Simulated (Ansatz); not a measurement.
An input for Ansatz (PBEsol) and the part of its output that reports the quasi-harmonic study. Lengths are of the primitive cell. Spin-orbit coupling is not included. The pressure is 5 GPa. The structure is held there; whether it is the stable one at that pressure was not tested.

Ansatz 0.2 input:
```yaml
crystal:
  lattice:
    - [2.7173137488, 0.0, 0.0]
    - [-1.3586568744, 2.3532627365, 0.0]
    - [0.0, 0.0, 4.2969316042]
  atoms:
    - { symbol: Os, position: [0.3333333333, 0.6666666667, 0.75] }
    - { symbol: Os, position: [0.6666666667, 0.3333333333, 0.25] }
kpoints:
  mp_grid: { grid: [16, 16, 9] }
hamiltonian:
  xc: pbesol
  pseudopotentials: { kind: paw }
scf:
  occupations: { method: methfessel_paxton, width: 0.15 }
phonons:
  method: dfpt
  qmesh: [4, 4, 3]
  temperatures: { t_max: 1000, t_step: 25 }
  thermal_expansion: { pressure: 5 }
checkpoint:
  write: run
```

```
--- Thermal expansion: 17 cells in 3 rounds, 5 GPa ---
  no lower state was reached at cell 6; its state was not examined: fill_not_monotonic
  without vibrations: a 2.71708, b 2.71708, c 4.29496 Å, V 27.4597 Å³, B 455.40 GPa
  at 0 K: a 2.71860, b 2.71860, c 4.29784 Å, V 27.5088 Å³, B 452.95 GPa
  zero-point expansion: a +0.056, b +0.056, c +0.067, V +0.179 %
      T/K        a/Å        b/Å        c/Å       V/Å³ | expansion of a, b, c, V (1e-6/K)   | that of V in the mean from 25 °C | C_P, C_V (J/mol K of the cell) | B_T, B_S (GPa)
     0.00    2.71860    2.71860    4.29784    27.5088 |    0.00    0.00    0.00    0.00 |    9.25 |     0.000     0.000 |   452.95   452.95
   100.00    2.71890    2.71890    4.29832    27.5180 |    2.82    2.82    3.04    8.69 |   12.23 |    31.059    31.002 |   451.60   452.42
   200.00    2.71988    2.71988    4.30005    27.5488 |    4.04    4.04    4.60   12.69 |   13.32 |    44.652    44.412 |   448.40   450.82
   298.15    2.72101    2.72101    4.30210    27.5849 |    4.36    4.36    5.08   13.81 |       - |    48.304    47.883 |   445.07   448.98
   375.00    2.72193    2.72193    4.30382    27.6147 |    4.48    4.48    5.29   14.25 |   14.05 |    49.681    49.120 |   442.43   447.48
   475.00    2.72317    2.72317    4.30615    27.6546 |    4.57    4.57    5.50   14.64 |   14.30 |    50.822    50.078 |   438.96   445.49
   575.00    2.72442    2.72442    4.30855    27.6956 |    4.63    4.63    5.68   14.94 |   14.49 |    51.654    50.722 |   435.46   443.47
   675.00    2.72569    2.72569    4.31104    27.7373 |    4.67    4.67    5.86   15.20 |   14.67 |    52.348    51.222 |   431.94   441.44
   775.00    2.72697    2.72697    4.31360    27.7799 |    4.71    4.71    6.03   15.45 |   14.83 |    52.976    51.651 |   428.40   439.39
   875.00    2.72825    2.72825    4.31625    27.8232 |    4.73    4.73    6.21   15.68 |   14.98 |    53.572    52.040 |   424.83   437.34
   975.00    2.72955    2.72955    4.31897    27.8671 |    4.75    4.75    6.41   15.92 |   15.12 |    54.154    52.408 |   421.24   435.27
  1000.00    2.72987    2.72987    4.31966    27.8783 |    4.76    4.76    6.46   15.97 |   15.15 |    54.299    52.498 |   420.33   434.75
  stress-strain coefficients (Wallace's B, GPa) against the strains that keep the symmetry, 3 along the crystal's axis
    without vibrations: B11 + B12 1111.39, B13 227.07, B33 975.15
  the static fit leaves 0.006 meV an atom of the energies and, of the stresses, 0.008 GPa of each cell's largest along a strain (root mean squares over the cells), whose Pulay part it has at -0.071 GPa
  vibrations' free energy: its fit leaves 0.0071 meV an atom at the most
  the electrons' free energy at temperature is in it; its fit leaves 0.0009 meV an atom at the most
  free energies summed between the sampled wave vectors
  estimated error of the fitted expansion in any direction: up to 0.183e-6/K, at 1000 K (an estimate, not a bound: it was exceeded on models of known expansion)
  by sums over the sampled wave vectors an expansion of the volume parts by up to 0.06e-6/K
  by a static energy of one degree less an expansion of the volume parts by up to 0.01e-6/K
```

Warnings of the run: thermal_expansion_settings.

Cost: around 2.3 core-hours (rough).

No phase change or melting is allowed for: the numbers belong to this structure as given.

The PAW data sets were generated under PBE and serve the other functionals too.

Ansatz is a quantum-chemistry and plane-wave program.
